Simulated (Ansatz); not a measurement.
System: TaSi2 (model structure, started from the AlB2 type, P6/mmm, No. 191, 3 atoms in the cell). Method: r²SCAN (plane waves, PAW; Ansatz, a first-principles code).

Settings: plane-wave cutoff 560 eV, 18×18×12 k mesh (along the axes of the cell as run), Fermi–Dirac smearing 0.05 eV, scalar-relativistic PAW data made under PBE.

Cell (relaxed at this level):

TaSi2 is taken in the hexagonal space group P6/mmm (No. 191), Pearson symbol hP3. Lattice parameters: a = b = 4.3727 Å, c = 2.6275 Å, α = β = 90.00°, γ = 120.00°. Ta on 1a is surrounded by 2 Ta at 2.628 Å and 12 Si at 2.846 Å. Si on 2d has 5 Si at 2.525–2.628 Å and 6 Ta at 2.846 Å. (Neighbours: up to the widest gap in distance over summed covalent radii, below 1.35, at either atom; cation-cation and far metal-metal contacts left out.)

Task: Predict the bulk modulus B0.

Result: 
- bulk modulus B0 = 170 GPa

The run finds no gap.

Note: the bulk modulus is −V dP/dV from two relaxed cells at ±2 % in volume; the relaxation could raise the start's symmetry but not lower it, so the cell can be a saddle point.

Spin–orbit coupling is not included; it can open a gap where bands touch, and shift volumes and moduli.

Static lattice: no zero-point or thermal effects.

A model structure was made by putting elements into a prototype or built by hand; it is no filed structure, need not be a known phase, and can be a saddle point held by its symmetry.
